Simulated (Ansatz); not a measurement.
The starting structures come from a database of crystals and need not be the phases stable at ambient conditions.

 Where the default PAW files enter, the runs use the earlier of Ansatz's two default sets.

Tunnelling through a barrier is set by its complex band structure: the current falls as exp(−2κd) with the smallest κ.

```
BiCs2TlF6
1.0
    6.90881     0.00000     0.00000
   -3.45440     5.98320     0.00000
    3.45440     1.99440     5.64102
Cs Tl Bi F
2 1 1 6
Direct
  0.50000   0.25000   0.25000
  0.50000   0.75000   0.75000
  0.00000   0.50000   0.50000
  0.00000   0.00000   0.00000
  0.00000   0.76949   0.23051
  0.00000   0.23051   0.76949
  0.00000   0.23051   0.23051
  0.00000   0.76949   0.76949
  0.53898   0.76949   0.23051
  0.46102   0.23051   0.76949
```

Space group of this cell: Fm-3m. The cell is taken as given.

Transport runs along the normal of the first two printed cell vectors, the (111) plane of the conventional cell.

The gap is the functional's own. No spin-orbit coupling. Mid-gap values are interpolated on the energy grid.

Task: State the band gap and the smallest decay constant κ at mid-gap according to r2SCAN (Ansatz, an electronic-structure program).

Result: Gap 3.29 eV on a 6×6×6 mesh; κ = 0.283 1/Å, at the zone centre.
